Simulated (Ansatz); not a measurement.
## Effect of x(Ge) = 0.5, 10 atoms, P4/mmm (arrangement B) on CsPbBr3

Base system: CsPbBr₃ in the cubic perovskite structure (space group Pm-3m, No. 221; a = 5.938 Å).

The other end (x = 1) is CsGeBr$_{3}$ in the cubic perovskite structure (space group Pm-3m, No. 221; a model cell, its experimental status unchecked): 34.08 Å³/atom, gap 0.71 eV; this end may not be an ambient phase.

Perturbation: Ge replaces 50.0 % of the Pb, ordered in a cell of 10 atoms (starting symmetry P4/mmm) and fully relaxed.

Level of theory: r2SCAN (Ansatz, a program for electronic structure), scalar-relativistic without spin-orbit coupling. Γ-centred 6×6×3 mesh, Fermi–Dirac width 0.05 eV, for the changed cell.

```csv
quantity,base,changed,shift
volume per atom,41.87 Å³,38.16 Å³,-3.71 Å³
density,4.60 g/cm³,4.46 g/cm³,-0.14 g/cm³
shortest interatomic distance,2.969 Å,2.727 Å,-0.242 Å
band gap,2.03 eV,1.10 eV,-0.93 eV
"gap character (in this cell's own zone, which can be folded)",–,direct at M,–
mixing energy (against an end that may be hypothetical),–,+15 meV/atom,–
deviation of the volume from the linear (Vegard-type) interpolation,–,+0.5 %,–
"bowing parameter b of this ordering, from Eg = [1−x] Eg[0] + x Eg[1] − b x [1−x]",–,1.1 eV,–
```

These are small ordered cells, not random alloys; other orderings at the same x differ. Spin-orbit coupling, missing from the scalar runs, can matter with Pb. Whether these cells are dynamically stable was not tested. Many cubic perovskites are stable only at high temperature; tilts and polar distortions were not tested. This is not the structure that CsPbBr3 has at room temperature and ambient pressure. k-point labels follow each cell's own Brillouin zone.
